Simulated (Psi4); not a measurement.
Psi4 1.11, PBE0/def2-svp, scf_type pk: Ge(F)(Cl)2(OEt) (CC[O][Ge]([F])([Cl])[Cl]), 12 atoms. The geometry is a generated start, not checked to be a minimum at this level.

```yaml
task: energy
method: pbe0
basis: def2-svp
memory: 7 GB
e_convergence: 1e-08
d_convergence: 1e-07
guess: auto, which took SAD (default)
diis_max_vecs: 10 (default)
scf_initial_accelerator: adiis (default)
dft_radial_points: 75 (default)
dft_spherical_points: 302 (default)
basis_functions: 149
grid_points: 254724
```

```xyz
12

C      1.9627    -0.0210    -0.3067
C      0.5367    -0.5339    -0.4217
O     -0.3271     0.4788     0.0994
Ge    -1.9891     0.4476     0.5558
F     -2.1679     2.1369     0.9193
Cl    -3.2936    -0.0196    -1.0245
Cl    -2.3465    -0.6152     2.3311
H      2.0646     0.9113    -0.8537
H      2.6515    -0.7575    -0.7101
H      2.2071     0.1645     0.7351
H      0.2805    -0.7276    -1.4698
H      0.4211    -1.4644     0.1457
```
Charge 0, spin multiplicity 1.

The reference run uses exact four-centre integrals (scf_type = pk). Single runs; times are not shown.

Settings tried, all else as in the reference:
- scf_type = direct, screening = density, ints_tolerance = 1e-07
- scf_type = direct, screening = csam (default), ints_tolerance = 1e-07
- scf_type = direct, screening = csam (default), ints_tolerance = 1e-09
- scf_type = direct, screening = density, ints_tolerance = 1e-09
- scf_type = direct, screening = csam (default), ints_tolerance = 1e-05

Task: Which of these stay within 1.0 meV/atom in energy of the reference run?

Result: Within it: scf_type = direct, screening = density, ints_tolerance = 1e-09; scf_type = direct, screening = csam (default), ints_tolerance = 1e-09; scf_type = direct, screening = csam (default), ints_tolerance = 1e-07; scf_type = direct, screening = density, ints_tolerance = 1e-07. Outside: scf_type = direct, screening = csam (default), ints_tolerance = 1e-05.

| setting | energy against the reference |
|---|---|
| scf_type = direct, screening = density, ints_tolerance = 1e-09 | under 0.001 meV/atom |
| scf_type = direct, screening = csam (default), ints_tolerance = 1e-09 | under 0.001 meV/atom |
| scf_type = direct, screening = csam (default), ints_tolerance = 1e-07 | +0.0032 meV/atom |
| scf_type = direct, screening = density, ints_tolerance = 1e-07 | +0.0063 meV/atom |
| scf_type = direct, screening = csam (default), ints_tolerance = 1e-05 | −1.9 meV/atom |

Total energies are compared; such shifts often cancel in part in energy differences. Also tried and not ranked: scf_type = direct, screening = density, ints_tolerance = 1e-05 (ended without SCF convergence in 100 iterations). The tolerance is a choice made for this comparison.
